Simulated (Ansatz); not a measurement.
The reference is AlN in the zinc blende structure (space group F-43m, No. 216; a = 4.3423 Å).

All numbers come from LDA, PAW, 420 eV (Ansatz, a program for electronic structure; no SOC).

```csv
level,band gap
LDA,3.25 eV
```

Measured: band gap 5.34 eV (temperature not stated; as listed in Daiki Deguchi et al., Japanese Journal of Applied Physics (2016)).

Computed minus measured — band gap: LDA -2.09 eV. Measured values not marked as corrected hold thermal and zero-point effects that the static-lattice runs lack. A measured gap can be an optical one, lowered by exciton binding.

No phonon test of stability was made. This is not the structure that AlN has at room temperature and ambient pressure.
